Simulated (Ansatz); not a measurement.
Base system: CaTiO$_{3}$ in the cubic perovskite structure (space group Pm-3m, No. 221; a = 3.841 Å; a model cell).

The change: Sr takes the place of Ca on all its sites; the structure is relaxed again.

Levels (all Ansatz, an electronic-structure program, PAW, earlier PAW set): PBEsol (420 eV, scalar-relativistic without spin-orbit coupling); HSE06 (420 eV, without spin-orbit coupling); PBEsol+SOC (420 eV, noncollinear with spin-orbit coupling).

One geometry, relaxed with PBEsol, under each level:

Notes on the quantities. electron mass: degenerate bands, along [100]; hole mass: degenerate bands, along [100].

```json
[
 {"level": "PBEsol", "band gap": "1.86 eV", "lowest conduction level above the VBM at special points": "Γ 1.86 eV; X 2.03 eV; M 3.87 eV", "electron mass": "–", "hole mass": "–", "pressure": "0.0 kbar"},
 {"level": "HSE06", "band gap": "?", "lowest conduction level above the VBM at special points": "?", "electron mass": "–", "hole mass": "–", "pressure": "–"},
 {"level": "PBEsol+SOC", "band gap": "1.84 eV", "lowest conduction level above the VBM at special points": "Γ 1.84 eV; X 2.03 eV; M 3.86 eV; R 4.55 eV", "electron mass": "0.37, 1.0 mₑ (at Γ)", "hole mass": "0.78, 2.1 mₑ (at R)", "pressure": "0.0 kbar"}
]
```

Give the withheld HSE06 results.


- HSE06, band gap: 3.37 eV
- HSE06, lowest conduction level above the VBM at special points: Γ 3.37 eV; X 3.56 eV; M 5.54 eV

Single points use the geometry relaxed with PBEsol. The hybrid gap comes from the SCF mesh plus the semilocal run's edge points and a few special points and is an upper bound. Differences between runs with and without spin-orbit coupling are approximate. Effective masses come from finite differences of ±0.01 Å⁻¹. Whether these cells are dynamically stable was not tested. The runs without spin-orbit coupling are not spin-polarised. Many cubic perovskites are stable only at high temperature; tilts and polar distortions were not tested.
